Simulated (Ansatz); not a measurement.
**A computed series for hypothetical Pm-3n Ge: response to strain**

Take Ge (space group Pm-3n, No. 223; a = 5.4170 Å; a hypothetical phase, not in the database extracts checked) as the base. Axes: x, y, z lie along the cube axes.

Strains are applied to the cell and any free atomic positions relax; under biaxial strain the out-of-plane vector relaxes too.

All numbers come from PBE, PAW, 420 eV (Ansatz, an electronic-structure program; no spin-orbit coupling).

Candidates:
(a) isotropic strain −2.40 %
(b) biaxial strain +3.93 %, plane normal [001], relaxed out of plane
(c) uniaxial strain ε_zz = −3.45 %

Notes on the quantities. energy relative to the base: free energy F.

**Question.** Order them by energy relative to the base, lowest first.

**Answer.** (c) uniaxial strain ε_zz = −3.45 % (+7.4 meV/atom), (b) biaxial strain +3.93 %, plane normal [001], relaxed out of plane (+17 meV/atom), (a) isotropic strain −2.40 % (+22 meV/atom)

Without a gap, meshes like the base's 9×9×9 leave anisotropic stresses uncertain by several tenths of a GPa, and small strain energies with them. Whether these cells are dynamically stable was not tested.
